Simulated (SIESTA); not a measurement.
**Converging the k-point mesh at a smearing width of 0.02 eV: Au (P-1, 2 atoms in the cell)**

```xyz
2
Lattice="2.8296 0.0000 0.0000 -0.0130 2.8343 0.0000 -1.1436 -1.1913 4.9486" Properties=species:S:1:pos:R:3 pbc="T T T"
Au     0.0911     0.0819     3.6424
Au     1.5818     1.5610     1.3562
```

Computed with LDA PW92, numerical atomic orbitals DZP, PseudoDojo LDA standard norm-conserving potentials (rewritten from UPF to PSML) run with SIESTA.

Base settings: XC.functional = LDA; XC.authors = PW92; potentials = PseudoDojo LDA standard; PAO.BasisSize = DZP; PAO.EnergyShift = 0.01 Ry; MeshCutoff = 350 Ry; kgrid.MonkhorstPack = 6 6 3; OccupationFunction = MP; OccupationMPOrder = 0; ElectronicTemperature = 0.1 eV.

In this ladder: ElectronicTemperature = 0.02 eV.

Only quantities that move along the ladder and can be compared are tabulated.

The starting cell comes from a database of computed structures (which also holds hypothetical and non-ambient phases and stackings), without a prior relaxation at this level. Its lattice was rescaled by up to half a per cent. One atom was moved a little off its site on purpose. Values carry the incompleteness of an atom-centred basis. In the base run, with a pressure of about -18 GPa the cell is away from its equilibrium volume at this level. Without a gap this mesh is coarse (it stands for a supercell whose shortest vector is 16 Å).

| kgrid.MonkhorstPack | free energy less the last step's (meV/atom) | pressure (GPa) | largest difference of a force vector from the last step's (eV/Å) |
|---|---|---|---|
| 4 4 3 | 23.70 | -18.18 | 0.272 |
| 5 5 3 | 29.50 | -16.79 | 0.068 |
| 6 6 4 | -30.47 | -18.13 | 0.046 |
| 7 7 4 | 15.50 | -16.98 | 0.010 |
| 9 9 5 | 5.60 | -17.20 | 0.005 |
| 11 11 6 | 2.59 | -17.44 | 0.017 |
| 13 13 7 | -0.10 | -17.44 | 0.008 |
| 16 16 9 | -0.49 | -17.36 | 0.006 |
| 19 19 11 | 0.07 | -17.40 | 0.004 |
| 23 23 13 | 0.05 | -17.41 | 0.004 |
| 28 28 16 | 0.00 | -17.39 | 0.000 |

Coarsest kgrid.MonkhorstPack that holds the forces within 0.02 eV/Å of the last step, with all finer ones: 7 7 4; the step before is off by 0.046 eV/Å.

Coarsest kgrid.MonkhorstPack that holds the pressure within 0.5 GPa of the last step, with all finer ones: 7 7 4; the step before is off by 0.74 GPa.

Coarsest kgrid.MonkhorstPack that holds the free energy within 1 meV/atom of the last step, with all finer ones: 13 13 7; the step before is off by 2.6 meV/atom.
